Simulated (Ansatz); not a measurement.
Input:

```yaml
crystal:
  lattice:
    - [0.00000, 1.81563, 1.81563]
    - [1.81563, 0.00000, 1.81563]
    - [1.81563, 1.81563, 0.00000]
  atoms:
    - { symbol: N, position: [0.75000, 0.75000, 0.75000] }
    - { symbol: B, position: [0.00000, 0.00000, 0.00000] }
```

No spin polarisation.

All numbers come from Ansatz (an electronic-structure program) PBE, spin-orbit coupling left out. k-mesh 16×16×16 (Γ-centred); smearing 0.05 eV (Fermi–Dirac).

Task: Predict the smallest direct gap.

Result: 8.77 eV.

Task: What hole mass (degenerate bands, along [100]) does the calculation give?

Result: 0.50, 0.53, 0.53 mₑ (at Γ).

Load acts through the strain it causes; cell and atoms are relaxed under it. Effective masses come from finite differences of ±0.01 Å⁻¹. No phonon test of stability was made. The cell was made from BN in the zinc blende structure (space group F-43m, No. 216) by this change: pressure −2 GPa.
